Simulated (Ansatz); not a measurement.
Consider the energy of one form of C over another. The value is E(A) − E(B), in meV per atom.

A: C (diamond, Fd-3m), 2 atoms in the cell, k-point mesh 16×16×16 on the run's own vectors.
```
C
1.0
    0.00000     1.77849     1.77849
    1.77849     0.00000     1.77849
    1.77849     1.77849     0.00000
C
2
Direct
  0.25000   0.25000   0.25000
  0.00000   0.00000   0.00000
```

B: C (graphite, P6₃/mmc), 4 atoms in the cell, k-point mesh 18×18×6 on the run's own vectors.
C is modelled in the hexagonal space group P6₃/mmc (No. 194), Pearson symbol hP4. Cell: a = 2.465 Å, b = 2.465 Å, c = 6.742 Å, α = 90.00°, β = 90.00°, γ = 120.00°. C1 on 2b is coordinated by 3 C at 1.423 Å (trigonal planar). C2 on 2c is coordinated by 3 C at 1.423 Å (trigonal planar). (Neighbours: up to the widest gap in distance over summed covalent radii, below 1.35, at either atom.)

Computed with Ansatz (plane waves, PAW), its default PAW set, cutoff 420 eV, 500 eV for r2SCAN. The structures are at rest with PBE+D3(BJ); other levels are single points on them. Neutral cells; Fermi-Dirac smearing of at most 0.05 eV in the solids, energies taken to zero width. The lattices are those relaxed with PBE+D3(BJ), so at other levels the solids can be strained, which adds to the spread. A dispersion term (D3(BJ), or D4 for r2SCAN) was computed beside these levels and is taken off wherever the name lacks it. Nuclei at rest; no vibrational terms.

Problem. What is the computed value (PBE)?

Solution. 123 meV/atom for A less B, so C (graphite, P6₃/mmc) (B) lies lower.

Problem. What do the other levels give, and how wide is the spread?

Solution. 
```csv
Method,value (meV/atom),less PBE
PBE+D3(BJ),85,-38
r2SCAN,110,-13
```

The levels span 38 meV/atom, from PBE+D3(BJ) (85) to PBE (123).

Ansatz is a first-principles code.
